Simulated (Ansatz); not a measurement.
Structures of equal composition on the (111) surface of fcc Au: a layer of Mo in place of the second plane; a layer of Mo in place of the third plane. The slabs share one bottom face, and each structure is named by its start. These are constructed structures in small cells; real faces may alloy, dewet or reconstruct in larger ones, and not all known structures of the face are among them. Slabs of about 12 Å with all that they carry, Fermi-Dirac smearing of 0.1 eV. Bottom of the slabs: a bare face, its two planes held. Relaxed from the named starts with such symmetry as they have, on meshes of like density; energies extrapolated to zero smearing; no spin-orbit coupling, no U. Spin-polarised runs, if any, are marked in brackets, and their order is one that fits the cell; the others ran without spin.

These are PBE (plane waves to 420 eV, PAW; Ansatz, an electronic-structure program) values and carry that method's errors.

Problem. Put the candidates in order of energy per 1x1 cell, lowest first, for PBE.

Solution. a layer of Mo in place of the third plane (0.000 eV), a layer of Mo in place of the second plane (0.219 eV)
